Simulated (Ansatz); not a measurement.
Worked example: relaxation of cell and atoms of MnBr₂ (P-3m1, 3 atoms in the cell) in Ansatz (a quantum-chemistry and plane-wave program).

Method of the run: PBEsol, PAW files made with PBE (plane waves; Ansatz).

```
CELL_PARAMETERS angstrom
      3.90936     0.00000     0.00000
     -1.95468     3.38560     0.00000
      0.00000     0.00000     6.54697
ATOMIC_POSITIONS crystal
  Mn 0.00000 0.00000 0.00000
  Br 0.33333 0.66667 0.23213
  Br 0.66667 0.33333 0.76787
```
Moments meant for the start (each program seeds them in its own way; μB, in the order of the atoms Mn Br Br): 4.0 0.0 0.0.

Reference input (self-consistent single point, DFT, PBEsol, plane waves, PAW files made with PBE): basis.ecutwfc = 420 eV; kpoints.mp_grid.grid = 6 6 3; hamiltonian.xc = pbesol; hamiltonian.pseudopotentials = {kind: paw} (the program's default PAW files); magnetization.spin_polarized = true; scf.occupations.method = fermi_dirac; scf.occupations.width = 0.05 eV. This run's input differs from it in these lines:

```diff
@@ -21,2 +21,4 @@
   occupations: { method: fermi_dirac, width: 0.05 eV }
+relax:
+  cell: {}
 output:
```

Output, abridged:

```
   [... SCF lines of the steps left out ...]
relax step   1: F+E_penalty+E_count = -9343.75545383 eV  Δ(F+E_penalty+E_count) = +0.000e0 eV  max|allowed force component| = 3.742e-1 eV/Å  Δτ_max = 0.0000 Å  P = -2.619 GPa  Ω = 86.653 Å³  (12 SCF iters, dr2 threshold 1.00e-7 eV, accepted)
relax step   2: F+E_penalty+E_count = -9343.79387511 eV  Δ(F+E_penalty+E_count) = -3.842e-2 eV  max|allowed force component| = 2.999e-1 eV/Å  Δτ_max = 0.0759 Å  P = +0.948 GPa  Ω = 82.749 Å³  energy of the carried Pulay correction = +8.209e-4 eV  (8 [...]
   [... lines left out ...]
relax step   4: F+E_penalty+E_count = -9343.80939460 eV  Δ(F+E_penalty+E_count) = -9.234e-5 eV  max|allowed force component| = 6.999e-4 eV/Å  Δτ_max = 0.0040 Å  P = -0.003 GPa  Ω = 81.700 Å³  energy of the carried Pulay correction = +1.048e-3 eV  (6 [...]
relax step   5: F+E_penalty+E_count = -9343.80834934 eV  Δ(F+E_penalty+E_count) = +1.045e-3 eV  max|allowed force component| = 3.190e-4 eV/Å  Δτ_max = 0.0000 Å  P = -0.001 GPa  Ω = 81.700 Å³  stress off target by 5.71e-3 GPa  SCF on the basis [...]
basis re-selected at this cell: Δ(F+E_penalty+E_count) = +1.045e-3 eV, ΔP = +0.001 GPa vs the last step
the relaxation is at rest under the 12 symmetry operations that the run kept from its start: a minimum is not shown …
the relaxation's final electronic state is not compared with the one that a single-point calculation of its input finds at the relaxed geometry …
Magnetization: 5.0000 μB (17.0000 up, 12.0000 down)
   [... lines left out ...]
Absolute magnetization: 5.0001 μB (∫|ρ↑−ρ↓|, with the PAW one-centre terms)
Free energy (F): -9343.808349 eV
Fermi energy:    5.416570 eV
  cell:  # Å, volume = 81.7001 Å³
   [... lines left out ...]
    - [-1.9007944664683953, 3.2922725906690373, -3.822326540975285e-18]
    - [3.6804740988398184e-33, -7.391485209063493e-18, 6.527721372319836]
  atoms:
    - { symbol: Mn, position: [5.118174588453877e-34, -3.5553651484651584e-35, -6.624148292678409e-19] }
    - { symbol: Br, position: [0.3333333333333333, 0.6666666666666666, 0.2295866197332363] }
    - { symbol: Br, position: [0.6666666666666666, 0.33333333333333326, 0.7704133802667638] }
```

The run converged. 

Summary of the result:
```
Item                                                                                                   Value
-----------------------------------------------  -----------------------------------------------------------
Free energy E − TS (on the zero of these files)                                                -9343.8083 eV
Pressure                                                                                            0.00 GPa
Size of the cell's spin moment                                                                       5.00 μB
Final cell                                       a = b = 3.8016 Å, c = 6.5277 Å, α = β = 90.00°, γ = 120.00°
Final volume per atom                                                                               27.23 Å³
Relaxation steps                                                                                           5
```

The starting cell comes from a database of computed structures (which also holds hypothetical and non-ambient phases and stackings), without a prior relaxation at this level. Its lattice was rescaled by a random factor within 2.5 % of one. With one magnetic atom in the cell only a parallel order is possible. The relaxation keeps the symmetry of its start, so its end need not be a minimum. Ansatz's pressure includes its estimate of the finite-basis (Pulay) stress.

Keys are those of Ansatz 0.2.
